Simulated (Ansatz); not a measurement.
Surface energy of faces of hcp Lu in PBE and in r2SCAN, in Ansatz (plane waves, PAW). Symmetric slabs relaxed with PBE from ideal cuts in 1x1 cells (the lowest computed cut and spin start of each face; real faces may reconstruct in larger cells); r2SCAN values are single points on them, with the bulk at the same level. No spin-orbit coupling, no U.

```json
[
 {"face": "(0001)", "PBE (J/m²)": "1.15", "r2SCAN (J/m²)": "1.29"},
 {"face": "(10-10)", "PBE (J/m²)": "1.08", "r2SCAN (J/m²)": "1.18"},
 {"face": "(10-11)", "PBE (J/m²)": "1.11", "r2SCAN (J/m²)": "1.21"},
 {"face": "(10-12)", "PBE (J/m²)": "1.14", "r2SCAN (J/m²)": "1.24"},
 {"face": "(10-13)", "PBE (J/m²)": "1.19", "r2SCAN (J/m²)": "1.31"},
 {"face": "(11-20)", "PBE (J/m²)": "1.13", "r2SCAN (J/m²)": "1.24"},
 {"face": "(11-21)", "PBE (J/m²)": "1.25", "r2SCAN (J/m²)": "1.37"},
 {"face": "(11-22)", "PBE (J/m²)": "1.21", "r2SCAN (J/m²)": "1.33"},
 {"face": "(11-23)", "PBE (J/m²)": "1.21", "r2SCAN (J/m²)": "?"}
]
```

**Question.** Fit a straight line y = a·x + b by least squares to the 8 complete rows (x: PBE (J/m²); y: r2SCAN (J/m²)).

**Answer.** the means are x̄ = 1.1575 and ȳ = 1.2712; Σ(x − x̄)² = 0.021750 and Σ(x − x̄)(y − ȳ) = 0.024725, so a = 1.137 and b = ȳ − a·x̄ = -0.045. The largest residual is 0.027.

**Question.** What does the line predict for the withheld row, (11-23), and what did the calculation give?

**Answer.** the line gives 1.33; the calculation gave 1.34, a miss of 0.01, of the size of the fitted rows' scatter and rounding.

Ansatz is a program for electronic structure.
